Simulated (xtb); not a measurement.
xtb 6.7.1, GFN2-xTB: Cu(SH)(amdMe)(dme) (CC1[N](C)[Cu]2([SH])(<-[N]=1C)<-[O](C)CC[O]->2C), charge 0, multiplicity 2, 34 atoms. The geometry is a generated start, not checked to be a minimum at this level.

```
Property                                                                                                        Value
------------------------  -------------------------------------------------------------------------------------------
method                                                                                                       GFN2-xTB
--acc                                                                                                     1 (default)
--etemp (K)                                                                                             300 (default)
detailed input (--input)  none: ANC optimiser, Lindh (1995) Hessian, microcycle=20, maxdispl=1.0, hlow=0.01 (default)
basis functions                                                                                                    88
valence electrons                                                                                                  91
```

Charge 0 and multiplicity 2 are set for this test and not shown to be the ground state. GFN-xTB has no spin term: --uhf 1 sets the occupations alone.

The structure is relaxed from this start with --opt LEVEL for the levels crude, sloppy, loose, lax, normal, tight, vtight, extreme, once each. Up to the end of the extreme run atoms move by at most 2.0 Å along an axis.

**Question.** Which level is enough to come within 20 meV of the tightest end point?

**Answer.** lax: 59 cycles against 94, ending 3.9 meV above.

| level | cycles | energy above the extreme run (meV) | gradient norm (eV/Å) |
|---|---|---|---|
| crude | 1 | 150 | 0.22 |
| sloppy | 1 | 150 | 0.22 |
| loose | 2 | 150 | 0.13 |
| lax | 59 | 3.9 | 0.092 |
| normal | 69 | 0.88 | 0.028 |
| tight | 81 | 0.042 | 0.021 |
| vtight | 87 | under 0.01 | 0.0062 |
| extreme | 94 | — | 0.0014 |
